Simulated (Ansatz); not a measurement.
The starting structures come from a database of crystals and need not be the phases stable at ambient conditions.

# Evanescent states of HfS2 (P-3m1, CdI2 type, not sure to be the ambient phase, 3 atoms a cell, 21.7 Å³ an atom) along the normal of (100)

Calculation: PBEsol (plane waves, PAW; Ansatz, a quantum-chemistry and plane-wave program).

The gap is the functional's own, uncorrected, and κ follows it; spin-orbit coupling is left out. Mid-gap means the computed energy nearest the middle.

Energies count from the valence-band top; κ is the least over a 8×6 mesh across the current.

```csv
E (eV),κ (1/Å),where
0.03,0.088,Γ
0.09,0.099,Γ
0.15,0.109,Γ
0.21,?,Γ
0.27,?,Γ
0.33,?,Γ
0.39,?,Γ
0.45,?,off Γ
0.51,?,off Γ
0.57,?,off Γ
0.63,0.098,off Γ
0.69,0.074,off Γ
0.75,0.029,off Γ
```

**Question.** Complete the blanks.

**Answer.** 
- 0.21, κ (1/Å): 0.117
- 0.27, κ (1/Å): 0.125
- 0.33, κ (1/Å): 0.131
- 0.39, κ (1/Å): 0.137
- 0.45, κ (1/Å): 0.142
- 0.51, κ (1/Å): 0.130
- 0.57, κ (1/Å): 0.116
